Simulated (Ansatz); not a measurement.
# Worked example: self-consistent single point of HfB₂ (P6/mmm, 3 atoms in the cell) in Ansatz

Method: PBE (plane waves, PAW; Ansatz, a quantum-chemistry and plane-wave program).

This input was run:

Ansatz 0.2 input:
```yaml
crystal:
  lattice:
    - [3.179670, 0.000000, 0.000000]
    - [-1.589835, 2.753675, 0.000000]
    - [0.000000, 0.000000, 3.531398]
  atoms:
    - { symbol: Hf, position: [0.000000, 0.000000, 0.000000] }
    - { symbol: B, position: [0.333333, 0.666667, 0.500000] }
    - { symbol: B, position: [0.666667, 0.333333, 0.500000] }
kpoints:
  mp_grid: { grid: [8, 8, 6] }
hamiltonian:
  xc: pbe
  pseudopotentials: { kind: paw }
scf:
  occupations: { method: fermi_dirac, width: 0.1 }
output:
  forces: true
  eigenvalues: true
  stress: true
```

The program printed (abridged):

```
WARN the atoms were moved onto the symmetric positions of the space group found under crystal.symmetry.tolerance 1.0e-5 (fractional …
WARN basis.ecutwfc = 420 eV, the default
WARN ansatz: RAYON_NUM_THREADS=1 ignored (pool sized by the plan → 1); use --threads N
Pseudopotentials: kind: paw
Pseudopotential: Hf, paw, valence charge 26
Pseudopotential: B, paw, valence charge 3
Crystal: 3 atoms, lattice volume = 30.920 Å³
Basis set: ecut = 420 eV, 575 PW (Γ), exchange–correlation on 48×48×48 points (8 copies of the dense FFT grid, shifted against one another)
Bands: 20, of which v1, the nominal top of the filled ones, is band 16 counted from 1 (15 counted from 0)
Symmetry: 24 space group operations
Space group: P6/mmm (ITA 191), of the structure as read, at distance tolerance 3.1e-5 Å
k-points: 40 of 384
Initial density: superposition of atomic densities (neutral atoms: chi_scale 0, normalization atom), corrected by the library's trained network
Initial wavefunctions: pseudopotential atomic-orbital guess
Eigensolver: davidson
Functional: x = pbe(κ = 0.804, μ = 0.2195149727645171), c = pbe(β = 0.06672455060314922)
SCF iter   1: F=—  HF=-16036.190907 eV  |F-HF|=—  |Δ(HF+E_count)|=         —  Δρ=2.15e-3  dr2=2.65e-3  ethr=1.77e-3  ⟨swp⟩=4.0  Hψ=3095  notcnv=0
all-band conjugate gradients solve this SCF's bands
preconditioner: auto → none
SCF iter   2: F=—  HF=-16036.190242 eV  |F-HF|=—  |Δ(HF+E_count)|=   6.65e-4  Δρ=8.26e-4  dr2=3.07e-4  ethr=8.27e-6  ⟨swp⟩=2.0  Hψ=1350  notcnv=0
SCF iter   3: F=—  HF=-16036.190163 eV  |F-HF|=—  |Δ(HF+E_count)|=   7.85e-5  Δρ=3.13e-4  dr2=1.29e-5  ethr=9.58e-7  ⟨swp⟩=2.0  Hψ=1336  notcnv=0
SCF iter   4: F=—  HF=-16036.190178 eV  |F-HF|=—  |Δ(HF+E_count)|=   1.51e-5  Δρ=1.49e-4  dr2=1.92e-6  ethr=4.04e-8  ⟨swp⟩=2.0  Hψ=1324  notcnv=0
SCF iter   5: F=—  HF=-16036.190180 eV  |F-HF|=—  |Δ(HF+E_count)|=   1.72e-6  Δρ=4.34e-5  dr2=1.43e-7  ethr=6.01e-9  ⟨swp⟩=2.0  Hψ=1452  notcnv=0
SCF iter   6: F=-16036.190180 eV  HF=-16036.190180 eV  |F-HF|=1.35e-10  |Δ(HF+E_count)|=   2.32e-7  Δρ=2.44e-6  dr2=7.65e-10  ethr=3.13e-10  ⟨swp⟩=4.9  Hψ=3245  notcnv=0
SCF 1 converged in 6 iterations: F = -16036.190180 eV  dr2 = 7.65e-10
SCF converged after 6 iterations
Free energy (F): -16036.190180 eV
Harris-Foulkes:  -16036.190180 eV  (|F-HF|=1.35e-10)
Internal energy: -16036.180429 eV  (E = F + TS)
E sigma→0 (E₀):  -16036.185305 eV
Entropy (-TS):   -0.009752 eV (-3.251 meV/atom)
Fermi energy:    19.804901 eV
--- Per-component energies (eV) ---
  E_band       = 100.546358
  E_kinetic    = 522.056938
  E_local      = -5380.592223  (includes V_loc(G=0)·N_el)
  E_nonlocal   = -1222.322143
  E_hartree    = 2554.092834
  E_xc         = -365.701577
  E_vxc        = -344.584793  (∫ρ·V_xc dr)
  E_paw        = -7084.722367  (= ΣΔE_a)
  E_vpaw       = 1417.804204  (= ΣTr[D̂ρ^β])
  E_aug_tail   = -0.000008  (compensation charges beyond the density's cutoff)
  E_ewald      = -5058.991882
  E_smearing   = -0.009752  (= −TS)
  E_closure    = 0.000000  (closes the sum)
  Σ components = -16036.190180   (vs F -16036.190180, Δ=0.00e0)
--- Forces (eV/Å), atoms counted from 1 ---
  atom   1  Hf    -0.00000000     0.00000000     0.00000000
   [... zero for the other atoms too ...]
  max |Σ_I F_I| component: 1.33e-31 eV/Å
--- Stress (GPa, compression-positive) ---
       -8.038674      -0.000000       0.000000
        0.000000      -8.038674       0.000000
        0.000000       0.000000      -7.877856
  P = ⅓ Tr σ = -7.9851 GPa (-79.851 kbar)
  The stress holds the Pulay correction. Without it, at fixed plane waves, as pw.x and ABINIT print it: P = -8.1605 GPa
--- Band table (eV; the first three rows and the last of 40) ---
  k-point 0: bands = ["-42.2263", "-11.0668", "-10.6242", "-10.6242", "6.1774", "7.7902", "7.8151", "7.8195", "7.8195", "7.8247", "7.8247", "7.9120", "16.7765", "16.8865", "16.8865", "16.9296", "23.5156", "23.5156", "24.1095", "24.1095"]
  k-point 1: bands = ["-42.2249", "-11.1255", "-10.6199", "-10.6199", "6.5778", "7.7874", "7.8150", "7.8202", "7.8202", "7.8240", "7.8240", "7.9120", "14.7113", "17.1570", "17.1570", "18.8538", "21.8137", "21.8137", "23.2950", "23.2950"]
  k-point 2: bands = ["-42.2221", "-11.2404", "-10.6114", "-10.6114", "7.5661", "7.8114", "7.8114", "7.8149", "7.8214", "7.8333", "7.8333", "7.9120", "12.6376", "17.9014", "17.9014", "20.4758", "20.4758", "20.7392", "21.6766", "21.6766"]
  k-point 39: bands = ["-42.1758", "-11.1348", "-11.1326", "-10.9610", "7.7963", "7.8116", "7.8156", "7.8191", "7.8195", "7.8430", "7.8873", "10.2368", "11.3503", "14.3247", "16.2615", "16.6576", "23.8718", "25.1389", "25.7018", "26.2127"]
```

The run converged in 6 iterations.

The starting cell comes from a database of computed structures (which also holds hypothetical and non-ambient phases and stackings), without a prior relaxation at this level. Its lattice was rescaled by a random factor within 2.5 % of one. Spin-orbit coupling is off. With a pressure of about -8 GPa the cell is away from its equilibrium volume at this level. Ansatz's pressure includes its estimate of the finite-basis (Pulay) stress.
